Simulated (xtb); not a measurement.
xtb 6.7.1, GFN2-xTB: Cr(NH)(S)(Me)2 ([CH3][Cr]([CH3])(=[NH])=[S]), 12 atoms. The geometry is a generated start, not checked to be a minimum at this level.

```
Quantity                                                                                                       Result
------------------------  -------------------------------------------------------------------------------------------
method                                                                                                       GFN2-xTB
--acc                                                                                                     1 (default)
--etemp (K)                                                                                             300 (default)
detailed input (--input)  none: ANC optimiser, Lindh (1995) Hessian, microcycle=20, maxdispl=1.0, hlow=0.01 (default)
basis functions                                                                                                    39
valence electrons                                                                                                  32
```

```xyz
12

Cr     0.3688    -0.4227     0.2115
N      1.2553    -1.1150    -0.9753
H      1.8985    -1.6533    -1.5490
S      0.7277    -1.0445     2.1413
C     -1.6157    -0.8105    -0.1519
H     -2.0732     0.1972    -0.1554
H     -2.1160    -1.3942     0.6253
H     -1.8496    -1.2805    -1.1104
C      0.8090     1.5853     0.2285
H      1.8335     1.8366     0.5102
H      0.1449     2.0522     0.9721
H      0.6169     2.0494    -0.7470
```

Charge 0 and multiplicity 1 are set for this test and not shown to be the ground state.

The structure is relaxed from this start with --opt LEVEL for the levels crude, sloppy, loose, lax, normal, tight, vtight, extreme, once each. Up to the end of the extreme run atoms move by at most 0.70 Å along an axis.

**Question.** What is the loosest level that ends within 5 meV of the extreme run, and how many cycles does it take?

**Answer.** normal: 22 cycles against 42, ending 0.82 meV above.

| level | cycles | energy above the extreme run (meV) | gradient norm (eV/Å) |
|---|---|---|---|
| crude | 1 | 11 | 0.12 |
| sloppy | 1 | 11 | 0.12 |
| loose | 1 | 11 | 0.12 |
| lax | 1 | 11 | 0.12 |
| normal | 22 | 0.82 | 0.015 |
| tight | 32 | 0.029 | 0.015 |
| vtight | 35 | 0.014 | 0.0068 |
| extreme | 42 | — | 0.0014 |
